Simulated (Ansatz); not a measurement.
The parent structure is HfN in the rock salt structure (space group Fm-3m, No. 225; a = 4.4683 Å; relaxed with 0.1 eV smearing). Axes: x, y, z lie along the cube axes.

All numbers come from Ansatz (a program for electronic structure) LDA, without spin-orbit coupling.

Modification: a pure shear with ε_xy = ε_yx = 0.0057; the atoms relax in the strained cell.

**Question.** Predict the new energy relative to the base.

**Answer.** The energy rises by 0.6 meV/atom.

**Question.** How does this affect the stress?

**Answer.** The stress (xx, yy, zz, yz, xz, xy; compression positive) amounts to (0.0, 0.0, 0.0, 0.0, 0.0, -1.5) GPa.

No phonon test of stability was made. The final runs are not spin-polarised. An odd electron count without spin: HfN.
